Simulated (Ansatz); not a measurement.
The parent structure is Ru in the hcp (Mg type) structure (space group P6_3/mmc, No. 194; a = 2.722 Å, c = 4.291 Å).

(Cell as relaxed with PBE.)

Levels (all Ansatz, a first-principles code, PAW): PBE (420 eV, without spin-orbit coupling); PBEsol (420 eV, without spin-orbit coupling).

Each level relaxes its own structure.

```
base                      PBE    PBEsol
-------------------  --------  --------
volume per atom      13.77 Å³  13.32 Å³
lattice parameter a   2.722 Å   2.692 Å
band gap                 zero      zero
```

Modification: a hydrostatic pressure of 15 GPa.

| quantity | PBE | PBEsol |
|---|---|---|
| c/a ratio | 1.579 | 1.580 |
| shortest interatomic distance | 2.623 Å | 2.598 Å |
| band gap | zero | zero |

PBE's shortest interatomic distance lies 0.025 Å above PBEsol's (1.0 %); the two agree on the band gap. Neither level is exact; PBEsol is the comparison here, not a measurement.

Load acts through the strain it causes; cell and atoms are relaxed under it. Whether these cells are dynamically stable was not tested. No other phases were tried under pressure. The final runs are not spin-polarised.
